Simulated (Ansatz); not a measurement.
LiGeN (P6₃mc, No. 186, 6 atoms in the cell; start mp-1246087), treated with LDA (PAW; Ansatz, a program for electronic structure).

Run with plane-wave cutoff 520 eV, 12×12×4 k mesh (along the axes of the cell as run), Fermi–Dirac smearing 0.01 eV, scalar-relativistic PAW data made under PBE.

Cell (relaxed at this level):

```
CELL_PARAMETERS angstrom
      2.95136     0.00000     0.00000
     -1.47568     2.55596     0.00000
      0.00000     0.00000     9.17622
ATOMIC_POSITIONS crystal
  Li 0.66667 0.33333 0.74264
  Li 0.33333 0.66667 0.24264
  Ge 0.00000 0.00000 0.49775
  Ge 0.00000 0.00000 0.99775
  N  0.33333 0.66667 0.60424
  N  0.66667 0.33333 0.10424
```

### Question
Predict the band gap, Γ–Γ gap and bulk modulus.

### Answer

- band gap: 1.51 eV (on the SCF k mesh)
- Γ–Γ gap: 3.36 eV
- bulk modulus: 76.8 GPa

Note: the relaxation could not lower the start's symmetry, so the cell can be a saddle point above a distorted one; the bulk modulus is −V dP/dV from two relaxed cells at ±2 % in volume.

Spin–orbit coupling is not included.

Computed values are for the static lattice.

Computing time: roughly 50 core-seconds.

A start named mp-… is a Materials Project structure, which need not be a measured phase.
